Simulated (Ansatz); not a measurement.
Abridged Ansatz (an electronic-structure program) output:

```
Relaxation: its limit of steps is 50 (relax.max_steps)
Pseudopotential: Al, paw, valence charge 3
Crystal: 1 atoms, lattice volume = 16.429 Å³
Basis set: ecut = 420 eV, 331 PW (Γ), exchange–correlation on 40×40×40 points (8 copies of the dense FFT grid, shifted against one another)
Bands: 6, of which v1, the nominal top of the filled ones, is band 2 counted from 1 (1 counted from 0)
Symmetry: 16 space group operations
k-points: 1639 of 21952
Functional: x = pbesol(κ = 0.804, μ = 0.12345679012345678), c = pbesol(β = 0.046)
SCF iter   1: F=—  HF=-524.553355 eV  |F-HF|=—  |Δ(HF+E_count)|=         —  Δρ=6.80e-4  dr2=3.10e-5  ethr=1.77e-3  ⟨swp⟩=4.8  Hψ=84181  notcnv=0
SCF iter   2: F=—  HF=-524.553379 eV  |F-HF|=—  |Δ(HF+E_count)|=   2.47e-5  Δρ=3.46e-4  dr2=8.10e-6  ethr=1.03e-6  ⟨swp⟩=1.9  Hψ=24770  notcnv=0  defer=2
SCF 1 converged in 6 iterations: F = -524.553385 eV  dr2 = 5.95e-12
relax step   1: F+E_penalty+E_count = -524.55338511 eV  Δ(F+E_penalty+E_count) = +0.000e0 eV  max|allowed force component| = 0.000e0 eV/Å  Δτ_max = 0.0000 Å  P = -1.173 GPa  Ω = 16.429 Å³  fix = [a, b, gamma]  reactions: a -1.382, b -1.382 GPa  (6 SCF iters, dr2 threshold 1.00e-7 eV, accepted)
[... steps on the carried basis left out ...]
relax step   3: F+E_penalty+E_count = -524.55367479 eV  Δ(F+E_penalty+E_count) = -1.564e-5 eV  max|allowed force component| = 0.000e0 eV/Å  Δτ_max = 0.0000 Å  P = -0.659 GPa  Ω = 16.325 Å³  energy of the carried Pulay correction = +4.286e-5 eV  fix = [a, b, gamma]  reactions: a -0.991, b -0.991 GPa  (2 SCF iters, dr2 threshold 4.72e-8 eV, accepted)
Crystal: 1 atoms, lattice volume = 16.325 Å³
SCF iter   1: F=—  HF=-524.553618 eV  |F-HF|=—  |Δ(HF+E_count)|=         —  Δρ=1.67e-5  dr2=3.51e-8  ethr=4.47e-9  ⟨swp⟩=3.1  Hψ=114471  notcnv=0
SCF iter   2: F=—  HF=-524.553633 eV  |F-HF|=—  |Δ(HF+E_count)|=   1.48e-5  Δρ=8.33e-6  dr2=8.51e-9  ethr=1.17e-9  ⟨swp⟩=1.0  Hψ=9840  notcnv=0
SCF 4 converged in 4 iterations: F = -524.553633 eV  dr2 = 8.22e-14
SCF converged after 4 iterations
Free energy (F): -524.553633 eV
Internal energy: -524.540105 eV  (E = F + TS)
E sigma→0 (E₀):  -524.546869 eV
Entropy (-TS):   -0.013528 eV (-13.528 meV/atom)
Fermi energy:    7.994864 eV
--- Forces (eV/Å), atoms counted from 1 ---
  atom   1  Al    -0.00000000    -0.00000000     0.00000000
--- Stress (GPa, compression-positive) ---
       -0.992081       0.000000       0.000000
        0.000000      -0.992081       0.000000
        0.000000       0.000000      -0.003325
  P = ⅓ Tr σ = -0.6625 GPa (-6.625 kbar)
--- Relaxed structure (3 steps of the walk, 3 accepted, 1 SCFs on fresh bases) ---
  cell:  # Å, volume = 16.3248 Å³
    - [2.8677528636, 0.0, 0.0]
    - [0.0, 2.8677528636, 0.0]
    - [1.4338764318, -1.4338764318, 1.9850172327985791]
  atoms:
    - { symbol: Al, position: [0.0, 0.0, 0.0] }
```

**Question.** What was computed, and what are the main results?

**Answer.** Al, 1 atom in the cell, with Kohn–Sham DFT with the PBEsol functional, run in Ansatz with PAW and 420 eV plane waves, spin-orbit coupling left out. The last SCF converged to F = -524.553633 eV, or -524.5536 eV per atom, at a pressure of -0.66 GPa. The total energy compares only with runs of the same code, potentials and settings.

The cells carry an imposed strain or load. Stability against distortions was not tested. The cell was made from Al in the fcc (Cu type) structure (space group Fm-3m, No. 225) by this change: biaxial strain +1.00 %, plane normal [001], relaxed out of plane.

Keys are those of Ansatz 0.2.
